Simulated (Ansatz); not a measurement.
Defect: Mg vacancy in rock-salt MgO with all lengths changed by -1 %, charge state -2. Calculation: PBE, PAW (plane waves to 420 eV; Ansatz, a first-principles code).

Settings: 64 host sites, the strained lattice (strain from the relaxed PBE one, atoms relaxed), a 2×2×2 k-point mesh shifted by half a step, smearing 0.01 eV, spin-restricted, no image-charge correction. Static, classical nuclei. The charge state is imposed; whether it is stable for some Fermi level was not computed. Forms of the defect that were not tried may lie lower.

The step: a nearby Mg atom hops onto the vacant site. Atoms about the jump, Cartesian Å from the middle of the jump, before and after:

```tsv
atom	x0	y0	z0	x1	y1	z1
Mg1	0.00	0.99	0.99	0.00	-0.99	-0.99
O2	0.00	-1.05	1.17	0.00	-1.17	1.05
O3	0.00	1.17	-1.05	0.00	1.05	-1.17
O4	-2.23	-1.05	-1.05	-2.11	-1.05	-1.05
O5	-2.11	1.05	1.05	-2.23	1.05	1.05
O6	2.23	-1.05	-1.05	2.11	-1.05	-1.05
O7	2.11	1.05	1.05	2.23	1.05	1.05
Mg8	-2.05	0.99	-1.05	-2.05	1.05	-1.00
Mg9	-2.05	-1.05	0.99	-2.05	-0.99	1.05
Mg10	2.05	-1.05	0.99	2.05	-1.00	1.05
Mg11	2.05	0.99	-1.05	2.05	1.05	-0.99
Mg12	0.00	-1.05	3.16	0.00	-0.99	3.10
Mg13	0.00	0.99	-3.10	0.00	1.05	-3.16
Mg14	0.00	-3.10	0.99	0.00	-3.16	1.05
Mg15	0.00	3.16	-1.05	0.00	3.10	-1.00
O16	0.00	-3.28	-1.05	0.00	-3.16	-1.07
O17	0.00	-1.05	-3.28	0.00	-1.07	-3.16
O18	0.00	3.16	1.07	0.00	3.28	1.05
O19	0.00	1.07	3.16	0.00	1.05	3.28
Mg20	-2.05	-3.10	-1.05	-2.09	-3.16	-1.04
Mg21	-2.05	-1.05	-3.10	-2.09	-1.04	-3.16
Mg22	-2.09	3.16	1.04	-2.05	3.10	1.05
Mg23	-2.09	1.04	3.16	-2.05	1.05	3.10
Mg24	2.05	-1.05	-3.10	2.09	-1.04	-3.16
Mg25	2.05	-3.10	-1.05	2.09	-3.16	-1.04
Mg26	2.09	1.04	3.16	2.05	1.05	3.10
Mg27	2.09	3.16	1.04	2.05	3.10	1.05
O28	-2.13	-1.05	3.16	-2.11	-1.05	3.16
O29	-2.11	-3.16	1.05	-2.13	-3.16	1.05
O30	-2.11	1.05	-3.16	-2.13	1.05	-3.16
O31	-2.13	3.16	-1.05	-2.11	3.16	-1.05
O32	2.11	1.05	-3.16	2.13	1.05	-3.16
O33	2.11	-3.16	1.05	2.13	-3.16	1.05
O34	2.13	-1.05	3.16	2.11	-1.05	3.16
O35	2.13	3.16	-1.05	2.11	3.16	-1.05
```

Q: Give the saddle-point geometry and the barrier.

A: 
```tsv
atom	x	y	z
Mg1	-0.02	0.00	0.00
O2	0.00	-1.27	1.27
O3	0.00	1.28	-1.28
O4	-2.11	-0.99	-0.99
O5	-2.11	0.99	0.99
O6	2.12	-0.99	-1.00
O7	2.12	1.00	0.99
Mg8	-2.15	1.11	-1.11
Mg9	-2.15	-1.10	1.10
Mg10	2.14	-1.10	1.10
Mg11	2.14	1.10	-1.10
Mg12	0.00	-1.03	3.19
Mg13	0.00	1.04	-3.20
Mg14	0.00	-3.19	1.03
Mg15	0.00	3.20	-1.04
O16	0.00	-3.24	-1.06
O17	0.00	-1.05	-3.25
O18	0.00	3.25	1.05
O19	0.00	1.06	3.24
Mg20	-2.04	-3.09	-1.04
Mg21	-2.04	-1.03	-3.10
Mg22	-2.04	3.10	1.03
Mg23	-2.04	1.04	3.09
Mg24	2.04	-1.03	-3.10
Mg25	2.04	-3.09	-1.04
Mg26	2.04	1.04	3.09
Mg27	2.04	3.10	1.03
O28	-2.14	-1.06	3.18
O29	-2.14	-3.18	1.06
O30	-2.14	1.07	-3.18
O31	-2.14	3.18	-1.07
O32	2.14	1.07	-3.18
O33	2.14	-3.18	1.06
O34	2.14	-1.06	3.18
O35	2.14	3.18	-1.07
```
It lies 2.15 eV above the start and 2.15 eV above the end. The saddle point's order was not checked, and it lies on a symmetry element of the cell, where a band can be held.
